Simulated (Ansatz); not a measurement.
Hypothetical simple cubic Ag, pressure series

Start from Ag in the simple cubic structure (space group Pm-3m, No. 221; a = 2.6846 Å; a hypothetical phase, not in the database extracts checked).

Cell and atoms are relaxed at each pressure.

Method: DFT with PBEsol, PAW potentials and a 420 eV plane-wave cutoff in Ansatz (a quantum-chemistry and plane-wave program), no SOC.

Notes on the quantities. enthalpy: H = E + PV relative to the base's energy.

```
change               density       enthalpy
----------------  ----------  -------------
base              9.26 g/cm³              –
pressure −2 GPa   9.03 g/cm³  -0.24 eV/atom
pressure −1 GPa   9.15 g/cm³  -0.12 eV/atom
pressure 0.3 GPa  9.29 g/cm³  +0.04 eV/atom
pressure 0.7 GPa  9.33 g/cm³  +0.08 eV/atom
pressure 1.5 GPa  9.41 g/cm³  +0.18 eV/atom
pressure 3 GPa    9.55 g/cm³  +0.36 eV/atom
pressure 5 GPa    9.72 g/cm³  +0.59 eV/atom
pressure 7.5 GPa  9.92 g/cm³  +0.87 eV/atom
pressure 10 GPa            …  +1.15 eV/atom
```

### Question
Fill in the withheld entries from the trend.

### Answer

- pressure 10 GPa, density: 10.11 g/cm³

Load acts through the strain it causes; cell and atoms are relaxed under it. Stability against distortions was not tested. Competing high-pressure phases were not computed.
